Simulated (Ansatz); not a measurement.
A computed series for ZnSe: carrier doping

Start from ZnSe in the zinc blende structure (space group F-43m, No. 216; a = 5.733 Å).

Carriers are added at fixed cell with a uniform background; the Fermi–Dirac width is that of 300 K.

Computed with PBE (Ansatz, a program for electronic structure), scalar-relativistic without spin-orbit coupling, earlier PAW set.

Notes on the quantities. Fermi level from band edge: Fermi level relative to the doped band's edge (positive inside the band; to 0.05 eV).

| change | gap between the host's bands | Fermi level from band edge |
|---|---|---|
| undoped | 1.15 eV | – |
| electrons 1.0×10^21 cm⁻³ | 1.13 eV | +1.35 eV |
| electrons 2.0×10^21 cm⁻³ | 1.11 eV | +1.55 eV |
| electrons 5.0×10^21 cm⁻³ | 1.07 eV | +1.85 eV |
| electrons 1.0×10^22 cm⁻³ | 0.99 eV | +2.20 eV |
| holes 1.0×10^21 cm⁻³ | 1.18 eV | +0.15 eV |
| holes 2.0×10^21 cm⁻³ | 1.20 eV | +0.25 eV |
| holes 5.0×10^21 cm⁻³ | 1.29 eV | +0.45 eV |
| holes 1.0×10^22 cm⁻³ | 1.42 eV | +0.65 eV |

Carriers are added with a uniform compensating background; total energy and stress of such cells depend on the potential's zero and are not compared; many-body gap narrowing is missing at this level. No phonon test of stability was made.
